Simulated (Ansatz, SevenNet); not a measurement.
For Ge₂Sb₂Te₅ (P-3m1, No. 164, 9 atoms in the cell; start mp-3534), the machine-learned potential SevenNet-l3i5 (trained on PBE and PBE+U data) gives:

| Quantity | Value |
|---|---|
| equilibrium lattice constant a | 4.284 Å |
| lattice parameter c | 17.542 Å |

Problem. What does r²SCAN+rVV10 in Ansatz (PAW) give for the same quantities?

Solution. 
- lattice constant a: 4.214 Å (falls by 1.6 %)
- lattice parameter c: 17.675 Å (goes up by 0.8 %)

Changes are worked out from the printed values.

Unless a cell is named, each level is at its own relaxed cell (SevenNet-l3i5 30.99, r²SCAN+rVV10 30.21 Å³/atom).

Caveats: the relaxation could not lower the start's symmetry, so the cell can be a saddle point above a distorted one (SevenNet-l3i5, r²SCAN+rVV10). Ansatz's density-functional and Hartree–Fock values are scalar-relativistic unless marked +SOC, with PAW data made under PBE.

A start named mp-… is a Materials Project structure, which need not be a measured phase.

Ansatz is a first-principles code.
